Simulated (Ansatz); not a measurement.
Levels about the gap of amorphous Si₃₀B₆O₆₉ (105 atoms in a cell of 1535 Å³, 2.18 g/cm³; zone centre alone, so wide bands show as single levels with stretches between that a denser mesh fills), at the geometry that PBE relaxed, where it gives 0.0 GPa on a denser mesh. The participation number counts the atoms over which a state spreads; weights are charges in smoothed Voronoi cells. The levels come from a single point, so bond lengths are those of that geometry. Method of the levels: r2SCAN, scalar-relativistic without spin-orbit coupling (Ansatz, a first-principles code). Sampling: the zone centre alone; Fermi-Dirac width 0.02 eV; no spin polarisation. At PBE the levels at the filled edge of the gap are localised (band-tail or defect states), and the nearest spread-out levels lie 5.3 eV apart at the zone centre.

The cell was made by melting and quenching with the CHGNet potential and then relaxed with DFT. O atoms were pushed apart under 1.9 Å during the dynamics, to hinder bonds among them. The hot cell started wider than the set density and was brought back towards it in steps. It is the lowest in DFT energy of 4 quenches. It is a model cell: composition and starting density were chosen by hand, and all elements were melted together. No dispersion term was used. Its density started from a set value of 2.25 and ended at 2.18 g/cm³. The quench (nominally 180 K/ps over its main leg) was far faster than any real one, so the model tends to hold more defects than a real film. Values belong to this one cell and scatter from quench to quench. The volume was free in the relaxation, at fixed shape. Stress components on the final sampling reach 1.3 GPa.

```json
[
 {"E - E(highest filled), eV": "-1.06", "filling": "filled", "participation number": "12.6", "largest on": "O, 2 neighbours", "weight O": "0.95", "weight Si": "0.04", "weight B": "0.01"},
 {"E - E(highest filled), eV": "-0.98", "filling": "filled", "participation number": "12.0", "largest on": "O, 2 neighbours", "weight O": "0.95", "weight Si": "0.04", "weight B": "0.01"},
 {"E - E(highest filled), eV": "-0.88", "filling": "filled", "participation number": "10.0", "largest on": "O, 2 neighbours", "weight O": "0.95", "weight Si": "0.04", "weight B": "0.01"},
 {"E - E(highest filled), eV": "-0.74", "filling": "filled", "participation number": "7.4", "largest on": "O, 2 neighbours", "weight O": "0.95", "weight Si": "0.04", "weight B": "0.01"},
 {"E - E(highest filled), eV": "-0.65", "filling": "filled", "participation number": "8.3", "largest on": "O, 2 neighbours", "weight O": "0.95", "weight Si": "0.04", "weight B": "0.01"},
 {"E - E(highest filled), eV": "-0.47", "filling": "filled", "participation number": "6.7", "largest on": "O, 2 neighbours", "weight O": "0.95", "weight Si": "0.04", "weight B": "0.01"},
 {"E - E(highest filled), eV": "0.00", "filling": "filled", "participation number": "5.3", "largest on": "O, 2 neighbours", "weight O": "0.94", "weight Si": "0.05", "weight B": "0.01"},
 {"E - E(highest filled), eV": "4.73", "filling": "empty", "participation number": "44.5", "largest on": "O, 3 neighbours", "weight O": "0.68", "weight Si": "0.29", "weight B": "0.03"},
 {"E - E(highest filled), eV": "5.82", "filling": "empty", "participation number": "29.4", "largest on": "Si, 4 neighbours", "weight O": "0.66", "weight Si": "0.32", "weight B": "0.03"},
 {"E - E(highest filled), eV": "6.31", "filling": "empty", "participation number": "32.1", "largest on": "Si, 4 neighbours", "weight O": "0.63", "weight Si": "0.33", "weight B": "0.04"},
 {"E - E(highest filled), eV": "6.45", "filling": "empty", "participation number": "57.8", "largest on": "Si, 4 neighbours", "weight O": "0.73", "weight Si": "0.25", "weight B": "0.02"},
 {"E - E(highest filled), eV": "6.53", "filling": "empty", "participation number": "51.5", "largest on": "B, 3 neighbours", "weight O": "0.70", "weight Si": "0.22", "weight B": "0.08"},
 {"E - E(highest filled), eV": "6.76", "filling": "empty", "participation number": "19.5", "largest on": "B, 3 neighbours", "weight O": "0.62", "weight Si": "0.14", "weight B": "0.24"},
 {"E - E(highest filled), eV": "6.79", "filling": "empty", "participation number": "31.2", "largest on": "B, 3 neighbours", "weight O": "0.70", "weight Si": "0.15", "weight B": "0.15"}
]
```

Most localised among these is the filled level at +0.00 eV, on a O atom, which has 2 neighbours (Si 1.60 Å, Si 1.79 Å).
